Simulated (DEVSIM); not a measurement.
System: abrupt Si n-p junction, at 300 K.

Layer 1 from the left is Si, thickness (μm) 4.90, Nd (cm⁻³) 4.4e17, τn (s) 0.00071, τp (s) 0.00071. Layer 2 from the left is Si, thickness (μm) 96.0, Na (cm⁻³) 3.4e16, τn (s) 0.00071, τp (s) 0.00071.

Left contact: ohmic. Right contact: ohmic. Voltage is applied to the left contact. Recombination: SRH at mid-gap. Mobility is μmin + (μ − μmin)/(1 + (N/Nref)^α).

This is a model device: material constants are rounded textbook-type values typed into the input, and sizes, dopings and lifetimes were drawn at random. Values at 300 K.

Si: gap (eV) 1.124, affinity (eV) 4.05, permittivity 11.7, Nc (cm⁻³) 2.86e19, Nv (cm⁻³) 3.1e19, μn (cm²/Vs) 1417, μp (cm²/Vs) 470, μn,min 52, μp,min 45, Nref,n 9.7e16, Nref,p 2.2e17, αn 0.68, αp 0.72.

Model (solved in DEVSIM): 1D drift-diffusion, Boltzmann statistics, complete ionisation; no tunnelling, impact ionisation, image-force lowering or self-heating.

Question: What does the simulation give for the potential step across the device at zero bias, the dark forward voltage at 1 A/cm², the dark forward voltage at 100 A/cm², the largest field in the device at zero bias?

Answer: potential step across the device at zero bias 0.840 V; dark forward voltage at 1 A/cm² 0.699 V; dark forward voltage at 100 A/cm² 0.882 V; largest field in the device at zero bias 89000 V/cm.
